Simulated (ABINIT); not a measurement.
How far to go with the k-point mesh: Ag (Fm-3m, 1 atom in the cell)

```
Ag
1.0
    0.00000     2.05523     2.05523
    2.05523     0.00000     2.05523
    2.05523     2.05523     0.00000
Ag
1
Cartesian
  0.00000   0.00000   0.00000
```

Computed with PBE, norm-conserving pseudopotentials (PseudoDojo nc-sr-05 PBE standard) (plane waves; ABINIT 10.0.3).

Base settings: pseudos = [Ag.upf]; ecut = 1116 eV; ixc = 11; occopt = 3; tsmear = 0.00367493 Ha; ngkpt = 8 8 8; nshiftk = 1; shiftk = 0 0 0; potentials = PseudoDojo nc-sr-05 PBE standard; nband = 15.

Only quantities that move along the ladder and can be compared are tabulated.

The count of work is k-points × plane waves × bands × iterations; it is no time. Core times come from one kind of shared machine, to one figure; runs under 30 s give none.

The starting cell has typed, rounded lattice constants, without a prior relaxation at this level. Its lattice was rescaled by up to half a per cent. In the base run, with a pressure of about 3 GPa the cell is away from its equilibrium volume at this level.

Steps (ngkpt): 2 2 2; 3 3 3; 4 4 4; 5 5 5; 6 6 6; 7 7 7; 8 8 8; 9 9 9; 11 11 11; 16 16 16; 20 20 20; 22 22 22; 27 27 27; 33 33 33.

Problem. What is the coarsest ngkpt that holds the free energy within 2 meV/atom of the last step, with all finer ones?

Solution. 16 16 16, at 0.15 of the last step's count of work and about 0.1 of the last step's time; the step before is off by 2.6 meV/atom.

Problem. What is the coarsest ngkpt that holds the pressure within 1 GPa of the last step, with all finer ones?

Solution. 4 4 4, at 0.0082 of the last step's count of work; the step before is off by 3.1 GPa.

| ngkpt | free energy less the last step's (meV/atom) | pressure (GPa) | count of work / last | core time / last (rough) |
|---|---|---|---|---|
| 2 2 2 | 1927.69 | 24.34 | 0.0015 | – |
| 3 3 3 | -332.71 | -0.66 | 0.0036 | – |
| 4 4 4 | 174.88 | 3.39 | 0.0082 | – |
| 5 5 5 | -118.99 | 1.58 | 0.0090 | – |
| 6 6 6 | 61.23 | 3.27 | 0.014 | – |
| 7 7 7 | -47.43 | 2.08 | 0.021 | – |
| 8 8 8 | 26.87 | 3.01 | 0.026 | – |
| 9 9 9 | -15.60 | 2.27 | 0.036 | – |
| 11 11 11 | -2.63 | 2.33 | 0.058 | – |
| 16 16 16 | -1.04 | 2.49 | 0.15 | 0.1 |
| 20 20 20 | -1.42 | 2.47 | 0.26 | 0.4 |
| 22 22 22 | -1.10 | 2.46 | 0.34 | 0.3 |
| 27 27 27 | 0.43 | 2.49 | 0.51 | 0.7 |
| 33 33 33 | 0.00 | 2.48 | 1.0 | 1 |
